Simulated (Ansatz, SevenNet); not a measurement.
**Ladder of methods for the bulk modulus of AlB2-type HfB₂**

Reference value: 282 GPa (measured, room temperature, no zero-point or thermal correction, hydrostatic curve from radial diffraction; as tabulated in Experimental and computational studies of compression and deformation behavior …).

| level (code) | value (GPa) | cell (Å³/atom) |
|---|---|---|
| SevenNet-l3i5 | 254 | 9.97 |
| LDA (Ansatz) | [?] | 9.51 |
| BLYP (Ansatz) | [?] | 10.23 |
| PBE (Ansatz) | [?] | 9.96 |
| PBE-D3(BJ) (Ansatz) | 259 | 9.72 |
| PBE-D4 (Ansatz) | 258 | 9.73 |
| r²SCAN (Ansatz) | 255 | 9.88 |
| r²SCAN-D4 (Ansatz) | 259 | 9.80 |
| r²SCAN+rVV10 (Ansatz) | 258 | 9.83 |

Task: Some entries are withheld; supply them.

Result: 
- LDA (Ansatz, a quantum-chemistry and plane-wave program), value (GPa): 274
- BLYP (Ansatz), value (GPa): 231
- PBE (Ansatz), value (GPa): 248

Differences against the reference: SevenNet-l3i5 -9.9 %, LDA -2.8 %, BLYP -18.1 %, PBE -12.1 %, PBE-D3(BJ) -8.2 %, PBE-D4 -8.5 %, r²SCAN -9.6 %, r²SCAN-D4 -8.2 %, r²SCAN+rVV10 -8.5 %.

The reference is not for a static lattice or low temperature, so close values are not ranked against it.

The measured value isn't corrected to a static lattice, so vibrations enter the comparison. A static lattice is as a rule stiffer than a warm one, by over a tenth in soft solids.  Density-functional levels without +SOC have no spin–orbit coupling. Each level is taken at its own relaxed cell. Cutoffs differ between the levels. Ansatz's density-functional and Hartree–Fock values are scalar-relativistic unless marked +SOC, with PAW data made under PBE.

Machine-learned potentials (SevenNet-l3i5) are trained on DFT data: a solid inside that data is no test of them.

Differences are worked out from the printed values.
